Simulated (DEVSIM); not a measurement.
## abrupt Si p-n junction

Structure: abrupt Si p-n junction, at 300 K.

| layer (left to right) | material | thickness (μm) | Nd (cm⁻³) | Na (cm⁻³) | τn (s) | τp (s) |
|---|---|---|---|---|---|---|
| 1 | Si | 41.0 | - | 9.2e16 | 1.1e-6 | 1.1e-6 |
| 2 | Si | 0.660 | 7e16 | - | 1.1e-6 | 1.1e-6 |

Left contact: ohmic. Right contact: ohmic. Voltage is applied to the left contact. Recombination: SRH at mid-gap, radiative. Mobility is μmin + (μ − μmin)/(1 + (N/Nref)^α).

Constants are typed, rounded textbook-type inputs, not results; the design itself was drawn at random and stands for no fabricated device. Values at 300 K.

| parameter | Si |
|---|---|
| gap (eV) | 1.124 |
| affinity (eV) | 4.05 |
| permittivity | 11.7 |
| Nc (cm⁻³) | 2.86e19 |
| Nv (cm⁻³) | 3.1e19 |
| μn (cm²/Vs) | 1417 |
| μp (cm²/Vs) | 470 |
| μn,min | 52 |
| μp,min | 45 |
| Nref,n | 9.7e16 |
| Nref,p | 2.2e17 |
| αn | 0.68 |
| αp | 0.72 |
| B (cm³/s) | 4.7e-15 |

Simulated with DEVSIM: 1D drift-diffusion, Boltzmann statistics, complete ionisation; no tunnelling, impact ionisation, image-force lowering or self-heating.

- Potential step across the device at zero bias: 0.818 V
- Largest field in the device at zero bias: 97000 V/cm
- Dark forward voltage at 1 A/cm²: 0.621 V
- Dark forward voltage at 100 A/cm²: 0.819 V

Small-signal capacitance in reverse bias (quasi-static):

```
V (V)  C (nF/cm²)
-----  ----------
-0.2         58.4
-0.5         51.0
-1           43.2
-1.5         38.2
-2           34.5
-3           29.6
-4           26.3
```

Dark forward current:

```tsv
V (V)	J (A/cm²)
0.05	1.6e-9
0.15	2.8e-8
0.20	1.3e-7
0.30	4.8e-6
0.40	0.00021
0.45	0.0015
0.55	0.068
0.60	0.46
0.70	14
0.80	83
0.85	140
0.95	270
1.05	440
1.10	540
1.20	770
1.25	900
1.35	1200
1.45	1500
1.50	1700
1.60	2100
```
